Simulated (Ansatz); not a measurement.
# TiSi2 under a change: biaxial strain +2.29 %, plane normal [001], relaxed out of plane

The reference is TiSi$_{2}$ (space group Cmcm, No. 63; a = 3.546 Å, b = 13.563 Å, c = 3.580 Å). Axes: x, y, z lie along a, b, c of the conventional cell.

Modification: tensile biaxial strain of 2.29 % in the plane normal to [001], as in epitaxy on a mismatched substrate; the out-of-plane cell vector and the atoms relax.

Computed with PBE (Ansatz, a quantum-chemistry and plane-wave program, PAW, no spin-orbit coupling). Γ-centred 14×14×13 mesh, Fermi–Dirac width 0.05 eV.

- Volume per atom = 14.84 Å³ (base 14.35 Å³)
- Space group = Cmcm (No. 63) (base Cmcm (No. 63))
- Pressure (mean of the normal stresses, compression positive) = -3.5 GPa (base 0.0 GPa)
- Band gap = zero (base zero)
- Out-of-plane strain = -1.17 % (rough)
- Mean in-plane stress (compression positive) = -5.2 GPa (rough)

Final structure (turned so that z lies along the plane normal):

```xyz
6
Lattice="3.6273 0.0000 0.0000 1.8137 6.9370 0.0000 0.0000 0.0000 3.5381" Properties=species:S:1:pos:R:3 pbc="T T T"
Si     3.6273     0.8160     2.6535
Si     1.8137     6.1210     0.8845
Si     1.8137     3.4751     2.6535
Si     3.6273     3.4619     0.8845
Ti     3.6273     5.4919     2.6535
Ti     1.8137     1.4451     0.8845
```

Without a gap, meshes like the base's 14×14×13 leave anisotropic stresses uncertain by several tenths of a GPa, and small strain energies with them. Whether these cells are dynamically stable was not tested. All final runs are without spin polarisation.
